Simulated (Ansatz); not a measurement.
Base system: SrTiO$_{3}$ in the cubic perovskite structure (space group Pm-3m, No. 221).

```
CELL_PARAMETERS angstrom
      3.93647     0.00000     0.00000
      0.00000     3.93647     0.00000
      0.00000     0.00000     3.93647
ATOMIC_POSITIONS crystal
  Sr 0.00000 0.00000 0.00000
  Ti 0.50000 0.50000 0.50000
  O  0.00000 0.50000 0.50000
  O  0.50000 0.50000 0.00000
  O  0.50000 0.00000 0.50000
```

All numbers come from DFT with PBE, PAW potentials and a 420 eV plane-wave cutoff in Ansatz (a first-principles code), no SOC.

Base values:

- Band gap = 1.84 eV
- Pressure = 0.0 kbar
- Width of the top valence band = 1.01 eV
- Gap character = indirect, R → Γ

Perturbation: an isotropic linear strain of −5.78 %, atoms relaxed at fixed cell.

Problem. What happens to the band gap, pressure, width of the top valence band, energy relative to the base and gap character?

Solution. The band gap goes up by 0.315 eV, from 1.84 eV to 2.16 eV; the pressure goes from zero to 449.2 kbar; the width of the top valence band goes up by 0.20 eV to 1.21 eV; the energy goes up by 0.239 eV/atom; the gap character is still indirect, R → Γ.

Stability against distortions was not tested. All final runs are without spin polarisation. Many cubic perovskites are stable only at high temperature; tilts and polar distortions were not tested.
